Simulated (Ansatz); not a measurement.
Input:

End structure of N on the 1x1 (111) surface of fcc Ni, ferromagnetic, one in a 2x2 cell, started at the site 'hollow Ni-Ni-Ni over Ni at depth 4.0 Å':

```yaml
crystal:
  lattice:
    - [4.97715, 0.00000, 0.00000]
    - [-2.48857, 4.31034, 0.00000]
    - [0.00000, 0.00000, 25.50000]
  atoms:
    - { symbol: Ni, position: [0.16667, 0.33333, 0.38155] }
    - { symbol: Ni, position: [0.16667, 0.83333, 0.38155] }
    - { symbol: Ni, position: [0.66667, 0.33333, 0.38155] }
    - { symbol: Ni, position: [0.66667, 0.83333, 0.38155] }
    - { symbol: Ni, position: [0.33333, 0.16667, 0.46024] }
    - { symbol: Ni, position: [0.33333, 0.66667, 0.46024] }
    - { symbol: Ni, position: [0.83333, 0.16667, 0.46024] }
    - { symbol: Ni, position: [0.83333, 0.66667, 0.46024] }
    - { symbol: Ni, position: [0.99994, 0.99997, 0.53934] }
    - { symbol: Ni, position: [0.00000, 0.50000, 0.54056] }
    - { symbol: Ni, position: [0.50003, 0.99997, 0.53934] }
    - { symbol: Ni, position: [0.50003, 0.50006, 0.53934] }
    - { symbol: Ni, position: [0.16453, 0.33547, 0.62189] }
    - { symbol: Ni, position: [0.16453, 0.82907, 0.62189] }
    - { symbol: Ni, position: [0.67093, 0.33547, 0.62189] }
    - { symbol: Ni, position: [0.66667, 0.83333, 0.61674] }
    - { symbol: N, position: [0.33333, 0.16667, 0.66039] }
```

Model: 17-atom slab, 6.0 Å thick at the start under the adsorbate (thin: gaps and levels are the slab's own), 7x7x1 mesh, Fermi-Dirac 0.1 eV, dipole correction, 8 atoms held, the rest relaxed; start symmetry kept, larger cells not searched; spin-polarised, no spin-orbit, no U, no dispersion correction. At the end it is bonded to 3 Ni. In PBE it is, or lies within 0.03 eV of, the lowest of the starts that converged.

A negative adsorption energy means that the adsorbate is more stable on the surface than in its reference.

Q: Give the work function of the top face at the level PBE run with Ansatz (a quantum-chemistry and plane-wave program).

A: 5.69 eV

Q: What is the computed adsorption energy against ½ N2(g) (PBE)?

A: -0.095 eV

Q: Predict the change of the step from the bottom to the top vacuum level, against the clean slab from PBE.

A: 0.63 eV

Q: Give the change of the work function at the level PBE.

A: 0.62 eV
